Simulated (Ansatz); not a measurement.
AlAs (P6₃mc, No. 186, 4 atoms in the cell; start mp-8881; a measured phase of this formula has another space group) was calculated with PBEsol (PAW; Ansatz, a first-principles code).

Output (set-up and result lines):

```
Relaxation: its limit of steps is 80 (relax.max_steps)
Crystal: 4 atoms, lattice volume = 93.163 Å³
Basis set: ecut = 520 eV, 2539 PW (Γ), exchange–correlation on 60×60×100 points (8 copies of the dense FFT grid, shifted against one another)
Bands: 22, of which v1, the nominal top of the filled ones, is band 18 counted from 1 (17 counted from 0)
Symmetry: 12 space group operations
Space group: P63mc (ITA 186), of the structure as read, at distance tolerance 4.5e-5 Å
k-points: 76 of 864 (time reversal used)
Functional: x = pbesol(κ = 0.804, μ = 0.12345679012345678), c = pbesol(β = 0.046)
SCF iter   1: F=—  HF=-10676.866341 eV  |F-HF|=—  |Δ(HF+E_count)|=         —  Δρ=2.51e-3  dr2=1.02e-2
SCF iter   2: F=—  HF=-10676.863546 eV  |F-HF|=—  |Δ(HF+E_count)|=   2.79e-3  Δρ=1.47e-3  dr2=3.38e-3
  ...
SCF 1 converged in 6 iterations: F = -10676.863163 eV  dr2 = 7.27e-8
Crystal: 4 atoms, lattice volume = 93.163 Å³
Initial density: handed on by an earlier stage of this run
SCF iter   5: F=—  HF=-10676.863163 eV  |F-HF|=—  |Δ(HF+E_count)|=  6.00e-11  Δρ=1.29e-7  dr2=1.40e-11
SCF iter   6: F=-10676.863163 eV  HF=-10676.863163 eV  |F-HF|=0.00e0  |Δ(HF+E_count)|=  5.46e-12  Δρ=4.09e-8  dr2=1.39e-12
SCF 2 converged in 6 iterations: F = -10676.863163 eV  dr2 = 1.39e-12
SCF converged after 6 iterations
Free energy (F): -10676.863163 eV
Internal energy: -10676.863163 eV  (E = F + TS)
E sigma→0 (E₀):  -10676.863163 eV
Fermi energy:    6.890666 eV
--- Stress (GPa, compression-positive) ---
       -1.353678      -0.000000      -0.000000
       -0.000000      -1.353678       0.000000
       -0.000000       0.000000      -1.383245
  P = ⅓ Tr σ = -1.3635 GPa (-13.635 kbar)
```

Task: Write an input file that could have produced this run (the log leaves some choices open).

Result: One answer among several that fit: 
Ansatz 0.2 input:
```yaml
crystal:
  lattice:
    - [4.0296122475, 0.0, 0.0]
    - [-2.0148061238, 3.4897465738, 0.0]
    - [0.0, 0.0, 6.6250100375]
  atoms:
    - { symbol: Al, position: [0.3333333333, 0.6666666667, 0.0007619997] }
    - { symbol: Al, position: [0.6666666667, 0.3333333333, 0.5007619997] }
    - { symbol: As, position: [0.3333333333, 0.6666666667, 0.3752380003] }
    - { symbol: As, position: [0.6666666667, 0.3333333333, 0.8752380003] }
basis:
  ecutwfc: 520
  ecutrho_ratio: 4
  xc_grid: 2
kpoints:
  mp_grid: { grid: [12, 12, 6] }
hamiltonian:
  xc: pbesol
  dispersion: none
  pseudopotentials: { kind: paw }
scf:
  occupations: { method: fermi_dirac, width: 0.01 }
output:
  forces: true
  stress: true
  eigenvalues: true
relax:
  f_tol: 0.004
  escape_saddle: false
  max_steps: 80
  cell: { stress_tol: 0.02, fix: [volume] }
```

The cell is one volume of an energy–volume scan, off the minimum.

The PAW data were made under PBE.

Note: the relaxation could not lower the start's symmetry, so the cell can be a saddle point above a distorted one.

A start named mp-… is a Materials Project structure, which need not be a measured phase.
